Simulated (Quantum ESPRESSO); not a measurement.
Quantum ESPRESSO run on LuCl3 (P6_3/mmc, 8 atoms in the cell): self-consistent single point.

Computed with PBEsol, PseudoDojo standard norm-conserving (PBESOL) pseudopotentials (plane waves; Quantum ESPRESSO).

```xyz
8
Lattice="9.5018 0.0000 0.0000 -4.7509 8.2288 0.0000 0.0000 0.0000 3.4865" Properties=species:S:1:pos:R:3 pbc="T T T"
Lu     4.7509     2.7429     0.8716
Lu     0.0000     5.4859     2.6148
Cl     6.4246     1.7766     2.6148
Cl    -1.6737     6.4522     0.8716
Cl     1.6737     6.4522     0.8716
Cl     3.0772     1.7766     2.6148
Cl     4.7509     4.6756     2.6148
Cl     0.0000     3.5532     0.8716
```

Reference input (self-consistent single point, DFT, LDA (PZ), plane waves, PseudoDojo standard norm-conserving (PBE) pseudopotentials): ecutwfc = 100 Ry; occupations = fixed; input_dft = pz; potentials = {Lu: Lu.upf, Cl: Cl.upf}; K_POINTS = automatic 2 2 5 0 0 0; nbnd = 54; conv_thr = 1e-10 Ry; mixing_beta = 0.4. This run's input differs from it in these lines:

```diff
@@ -15,3 +15,2 @@
  nbnd = 54
- input_dft = 'pz'
 /
```

Its files differ too (potentials: PseudoDojo standard norm-conserving (PBESOL)).

Log, with long lists cut:

```
     Self-consistent Calculation

     iteration #  1     ecut=   100.00 Ry     beta= 0.40

     Threshold (ethr) on eigenvalues was too large:
     Diagonalizing with lowered threshold

     total energy              =   -1183.35149086 Ry
     estimated scf accuracy    <       0.29696645 Ry

     iteration #  2     ecut=   100.00 Ry     beta= 0.40

     total energy              =   -1183.39087769 Ry
     estimated scf accuracy    <       0.03797696 Ry

     iteration #  3     ecut=   100.00 Ry     beta= 0.40

     total energy              =   -1183.39646565 Ry
     estimated scf accuracy    <       0.00681469 Ry

   [... 9 blocks of this kind left out ...]

     iteration # 13     ecut=   100.00 Ry     beta= 0.40

     total energy              =   -1183.39751631 Ry
     estimated scf accuracy    <          1.2E-10 Ry

     iteration # 14     ecut=   100.00 Ry     beta= 0.40
     End of self-consistent calculation

     highest occupied, lowest unoccupied level (ev):     1.2670    4.8309

!    total energy              =   -1183.39751631 Ry
     estimated scf accuracy    <          2.7E-11 Ry

     convergence has been achieved in  14 iterations

     Forces acting on atoms (cartesian axes, Ry/au):

     atom    1 type  1   force =    -0.00000000   -0.00000000    0.00000000
     atom    2 type  1   force =     0.00000000    0.00000000    0.00000000
     atom    3 type  2   force =    -0.00529932    0.00305957    0.00000000
     atom    4 type  2   force =     0.00529932   -0.00305957   -0.00000000
     atom    5 type  2   force =    -0.00529932   -0.00305957    0.00000000
     atom    6 type  2   force =     0.00529932    0.00305957   -0.00000000
   [... lines left out ...]

     Total force =     0.014989     Total SCF correction =     0.000010

          total   stress  (Ry/bohr**3)                   (kbar)     P=       -7.07
  -0.00003130  -0.00000000   0.00000000           -4.60       -0.00        0.00
  -0.00000000  -0.00003130   0.00000000           -0.00       -4.60        0.00
   0.00000000  -0.00000000  -0.00008157            0.00       -0.00      -12.00

   JOB DONE.
```

The run converged in 14 iterations. Against the reference run the pressure goes from -2.32 to -0.71 GPa, the largest force goes from 0.372 to 0.157 eV/Å and the gap on the mesh goes from 3.300 to 3.564 eV.

The starting cell comes from a database of computed structures (which also holds hypothetical and non-ambient phases and stackings), without a prior relaxation at this level. Its lattice was rescaled by a random factor within 2.5 % of one. Spin-orbit coupling is off.

Cost on one core of a shared machine: roughly 7 min.
